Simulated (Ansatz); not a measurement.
The cell is built on a prototype and need not be the phase stable at ambient conditions.

By PBEsol, the system below comes out a metal.

A figure of merit of an interconnect metal is its ballistic conductance per area.

Data:

```yaml
crystal:
  lattice:
    - [2.81475, 0.00000, 0.00000]
    - [0.00000, 9.09650, 0.00000]
    - [1.40737, 4.54825, 1.40737]
  atoms:
    - { symbol: Y, position: [0.00000, 0.00000, 0.00000] }
    - { symbol: B, position: [0.00000, 0.71520, 0.00000] }
    - { symbol: B, position: [0.00000, 0.28480, 0.00000] }
```

Space group of this cell: I4/mmm. The cell was relaxed by PBE-D3(BJ).

The current flows along the normal of the first two printed cell vectors. No spin-orbit coupling; the value is a mean over 0.1 eV about the Fermi level.

Q: State the ballistic conductance per area according to PBEsol in Ansatz (a first-principles code).

A: 1.2 × 10¹⁵ S/m² for both spins.
